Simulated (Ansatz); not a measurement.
For GePt (model structure, started from the CrB type, Cmcm, No. 63, 4 atoms in the cell), PBE in Ansatz (PAW) gives:

* **equilibrium volume per atom**: 16.99 Å³/atom
* **formation enthalpy**: -0.340 eV/atom

**Question.** What does PBE-D3(BJ) (Ansatz, a program for electronic structure, plane waves, PAW) give for the same quantities?

**Answer.** 
- equilibrium volume per atom: 16.34 Å³/atom (falls by 3.8 %)
- formation enthalpy: -0.357 eV/atom (moves by -0.017 eV/atom)

Changes are worked out from the printed values.

Unless a cell is named, each level is at its own relaxed cell (PBE 16.99, PBE-D3(BJ) 16.34 Å³/atom).

Levels without +SOC leave out spin–orbit coupling, which shifts energies and cells of such heavy elements.

Ansatz's density-functional and Hartree–Fock values are scalar-relativistic unless marked +SOC, with PAW data made under PBE.

A model structure was made by putting elements into a prototype or built by hand; it is no filed structure, need not be a known phase, and can be a saddle point held by its symmetry.
